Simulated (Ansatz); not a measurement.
**Defect calculation: W on the Cu site (W_Cu) in fcc Cu**

Method: PBE, PAW (plane waves to 420 eV; Ansatz, a quantum-chemistry and plane-wave program). Details: 32-site cell; 6×6×6 shifted k-points; start: the Cu site; no spin–orbit coupling; no Hubbard U; finite-size errors of tenths of an eV; the relaxation kept the symmetry of the starting site.

Neighbours after relaxation, in Å: of the W atom: Cu 2.59, Cu 2.59, Cu 2.59, Cu 2.59, Cu 2.59, Cu 2.59, Cu 2.59, Cu 2.59 (the shell may go on).

Formation energies E_f are those of the neutral cell. Chemical conditions: host crystal and elements as references (Δμ(Cu) = 0.00 eV, Δμ(W) = 0.00 eV; W taken from its element, since no compound that bounds it was computed at this level; only phases computed here count, gases as isolated molecules at 0 K). Reference phases: Cu: fcc Cu, W: bcc W.

```json
[
 {"charge": "0", "moment (μB)": "not spin-polarised", "point group": "Oh", "largest move off a lattice site (Å)": "0.03", "E_f, host crystal and elements as references (eV)": "2.04"}
]
```

Point groups are those of the whole cell at tolerances of 0.03 and 0.1 Å ("near" where only the looser one holds); none is given for unsettled states.

All states together cost roughly 10 core-minutes.
